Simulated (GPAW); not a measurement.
**GPAW run on SrAl2B2O7 (R32, 12 atoms in the cell): self-consistent single point**

Level of theory: LDA (Perdew-Wang 92), GPAW PAW datasets LDA (gpaw-data 1.0.1) (plane waves; GPAW).

Input as run:

```python
from ase import Atoms
from ase.units import GPa
from gpaw import GPAW

atoms = Atoms(['Sr', 'Al', 'Al', 'B', 'B', 'O', 'O', 'O', 'O', 'O', 'O', 'O'],
              cell=[[2.471480, 1.426910, 8.125693],
                    [-2.471480, 1.426910, 8.125693],
                    [0.000000, -2.853819, 8.125693]],
              scaled_positions=[[0.000000, 0.000000, 0.000000],
                                [0.430653, 0.430653, 0.430653],
                                [0.569347, 0.569347, 0.569347],
                                [0.264680, 0.264680, 0.264680],
                                [0.735320, 0.735320, 0.735320],
                                [0.036390, 0.486830, 0.675260],
                                [0.675260, 0.036390, 0.486830],
                                [0.486830, 0.675260, 0.036390],
                                [0.324740, 0.513170, 0.963610],
                                [0.513170, 0.963610, 0.324740],
                                [0.963610, 0.324740, 0.513170],
                                [0.500000, 0.500000, 0.500000]],
              pbc=True)

calc = GPAW(mode={'name': 'pw', 'ecut': 950},
            xc='LDA',
            kpts=(3, 3, 3),
            occupations={'name': 'fermi-dirac', 'width': 0.01},
            nbands=-8,
            convergence={'bands': -6},
            symmetry={'symmorphic': False, 'tolerance': 0.0005},
            maxiter=120)

atoms.calc = calc

energy = atoms.get_potential_energy()
print('Energy (eV):', round(energy, 6))
forces = atoms.get_forces()
print('Forces (eV/Ang):')
print(forces.round(5))
stress = atoms.get_stress()
print('Stress (GPa, Voigt):', (stress / GPa).round(4))
```

The program printed (abridged):

```
Input parameters:
  convergence: {bands: -6}
  kpts: [3 3 3]
  maxiter: 120
  mode: {ecut: 950,
         name: pw}
  nbands: -8
  occupations: {name: fermi-dirac,
                width: 0.01}
  symmetry: {symmorphic: False,
             tolerance: 0.0005}

species:
  Sr:
    name: Strontium
    Z: 38.0
    valence: 10
    core: 28
    charge: 0.0
    file: Sr.LDA.gz

    # Using partial waves for Sr as LCAO basis

  Al:
    name: Aluminium
    Z: 13.0
    valence: 3
    core: 10
    charge: 0.0
    file: Al.LDA.gz

    # Using partial waves for Al as LCAO basis

  B:
    name: Boron
    Z: 5.0
    valence: 3
    core: 2
    charge: 0.0
    file: B.LDA.gz

    # Using partial waves for B as LCAO basis

  O:
    name: Oxygen
    Z: 8.0
    valence: 6
    core: 2
    charge: 0.0
    file: O.LDA.gz

    # Using partial waves for O as LCAO basis

Reference energy: -115074.162725  # eV

Spin-paired calculation

Convergence criteria:
 Maximum [total energy] change in last 3 cyles: 0.0005 eV / valence electron
 Maximum integral of absolute [dens]ity change: 0.0001 electrons / valence electron
 Maximum integral of absolute [eigenst]ate change: 4e-08 eV^2 / valence electron
 Maximum number of scf [iter]ations: 120

Symmetries present (total): 6
Symmetries with fractional translations: 0
27 k-points: 3 x 3 x 3 Monkhorst-Pack grid
6 k-points in the irreducible part of the Brillouin zone
       k-points in crystal coordinates                weights
   0:     0.00000000    0.00000000    0.00000000          1/27
   1:     0.33333333    0.00000000   -0.33333333          6/27
   2:     0.33333333    0.00000000    0.00000000          6/27
   3:     0.33333333    0.33333333   -0.33333333          6/27
   4:     0.33333333    0.33333333    0.00000000          6/27
   5:     0.33333333    0.33333333    0.33333333          2/27

Wave functions: Plane wave expansion
  Cutoff energy: 950.000 eV
  Number of coefficients (min, max): 11419, 11477
  Pulay-stress correction: 0.000000 eV/Ang^3 (de/decut=0.000000)

Occupation numbers: Fermi-Dirac:
  width: 0.0100  # eV

Eigensolver

Densities:
  Coarse grid: 63*63*63 grid
  Fine grid: 126*126*126 grid
  Total Charge: 0.000000

Density mixing:
  Method: separate
  Backend: pulay
  Linear mixing parameter: 0.05
  old densities: 5
  Damping of long wavelength oscillations: 50

Hamiltonian:
  XC and Coulomb potentials evaluated on a 126*126*126 grid
  External potential:
    NoExternalPotential

Number of atoms: 12
Number of atomic orbitals: 49
Number of bands in calculation: 40
Number of valence electrons: 64
Bands to converge: 34

Density initialized from atomic densities
  40 bands from LCAO basis set

Atomic positions and initial magnetic moments

Positions:
   0 Sr     0.000000    0.000000    0.000000    ( 0.0000,  0.0000,  0.0000)
   1 Al     0.000000    0.000000   10.498062    ( 0.0000,  0.0000,  0.0000)
   2 Al     0.000000    0.000001   13.879017    ( 0.0000,  0.0000,  0.0000)
   3 B     -0.000000    0.000000    6.452125    ( 0.0000,  0.0000,  0.0000)
   4 B      0.000000    0.000001   17.924954    ( 0.0000,  0.0000,  0.0000)
   5 O     -1.113253   -1.180482    9.738481    ( 0.0000,  0.0000,  0.0000)
   6 O      1.578954   -0.373864    9.738481    ( 0.0000,  0.0000,  0.0000)
   7 O     -0.465701    1.554347    9.738481    ( 0.0000,  0.0000,  0.0000)
   8 O     -0.465701   -1.554346   14.638598    ( 0.0000,  0.0000,  0.0000)
   9 O     -1.113253    1.180483   14.638598    ( 0.0000,  0.0000,  0.0000)
  10 O      1.578954    0.373865   14.638598    ( 0.0000,  0.0000,  0.0000)
  11 O      0.000000    0.000000   12.188540    ( 0.0000,  0.0000,  0.0000)

Unit cell:
           periodic     x           y           z      points  spacing
  1. axis:    yes    2.471480    1.426910    8.125693    63     0.0669
  2. axis:    yes   -2.471480    1.426910    8.125693    63     0.0669
  3. axis:    yes    0.000000   -2.853819    8.125693    63     0.0669

  Lengths:   8.612269   8.612269   8.612269
  Angles:   33.353522  33.353522  33.353522

Effective grid spacing dv^(1/3) = 0.0883

     iter     time        total  log10-change:
                         energy   eigst   dens
iter:   1 --:--:--  -111.878362   +0.33
iter:   2 --:--:--  -109.317390   -0.78  -0.79
iter:   3 --:--:--  -102.066236   -0.37  -0.84
iter:   4 --:--:--  -101.699435   -1.01  -1.15
iter:   5 --:--:--  -101.835216   -1.08  -1.26
iter:   6 --:--:--  -101.521550   -1.35  -1.60
iter:   7 --:--:--  -101.626998   -1.66  -2.07
iter:   8 --:--:--  -101.487212   -1.82  -1.80
iter:   9 --:--:--  -101.491328   -2.93  -2.55
iter:  10 --:--:--  -101.485628c  -3.42  -2.49
iter:  11 --:--:--  -101.485208c  -3.67  -2.76
iter:  12 --:--:--  -101.486226c  -3.56  -3.04
iter:  13 --:--:--  -101.484888c  -3.94  -2.86
iter:  14 --:--:--  -101.484872c  -5.00  -3.30
iter:  15 --:--:--  -101.484826c  -4.93  -3.31
iter:  16 --:--:--  -101.484848c  -5.31  -3.34
iter:  17 --:--:--  -101.484835c  -5.90  -3.41
iter:  18 --:--:--  -101.484840c  -6.27  -3.48
iter:  19 --:--:--  -101.484841c  -5.83  -3.53
iter:  20 --:--:--  -101.484833c  -6.05  -3.97
iter:  21 --:--:--  -101.484833c  -7.15  -4.13c
iter:  22 --:--:--  -101.484832c  -6.57  -4.18c
iter:  23 --:--:--  -101.484833c  -6.33  -4.37c
iter:  24 --:--:--  -101.484831c  -6.87  -4.27c
iter:  25 --:--:--  -101.484832c  -7.55c -4.76c

Converged after 25 iterations.

Dipole moment: (-0.000000, -0.000000, -0.000000) |e|*Ang

Energy contributions relative to reference atoms: (reference = -115074.162725)

Kinetic:        +96.075893
Potential:      -96.197005
External:        +0.000000
XC:            -102.640276
Entropy (-ST):   -0.000000
Local:           +1.276556
SIC:             +0.000000
--------------------------
Free energy:   -101.484832
Extrapolated:  -101.484832

Showing only first 2 kpts
 Kpt  Band  Eigenvalues  Occupancy
  0    30      0.90033    2.00000
  0    31      0.90033    2.00000
  0    32      5.36673    0.00000
  0    33      7.18315    0.00000

  1    30      0.72616    2.00000
  1    31      0.80310    2.00000
  1    32      7.42805    0.00000
  1    33      7.44247    0.00000

Fermi level: 1.58027

Gap: 4.442 eV
Transition (v -> c):
  (s=0, k=2, n=31, [0.33, 0.00, 0.00]) -> (s=0, k=0, n=32, [0.00, 0.00, 0.00])
Direct/indirect transitions are different
Direct gap: 4.466 eV
Transition at: (s=0, k=0, n=31, [0.00, 0.00, 0.00])
Energy (eV): -101.484832

Forces in eV/Ang:
  0 Sr   -0.00000    0.00000   -0.00000
  1 Al   -0.00000   -0.00000   -0.09564
  2 Al   -0.00000    0.00000    0.09564
  3 B     0.00000    0.00000    0.10916
  4 B     0.00000   -0.00000   -0.10916
  5 O    -0.28989   -0.03560   -0.03409
  6 O     0.17577   -0.23326   -0.03409
  7 O     0.11412    0.26885   -0.03409
  8 O     0.11412   -0.26885    0.03409
  9 O    -0.28989    0.03560    0.03409
 10 O     0.17577    0.23326    0.03409
 11 O    -0.00000    0.00000   -0.00000

Stress tensor:
     0.035964    -0.000000    -0.000000
    -0.000000     0.035964    -0.000000
    -0.000000    -0.000000     0.024972
Stress (GPa, Voigt): [ 5.762  5.762  4.001 -0.    -0.    -0.   ]
```

The run converged in 25 iterations. GPAW prints stress with tension positive.

At such cutoffs GPAW's stress carries a finite-basis (Pulay) error, which enters relaxed cells too; its log prints stress with tension positive.

The starting cell comes from a database of computed structures (which also holds hypothetical and non-ambient phases and stackings), without a prior relaxation at this level.

Cost on one core of a shared machine: roughly 9 min.
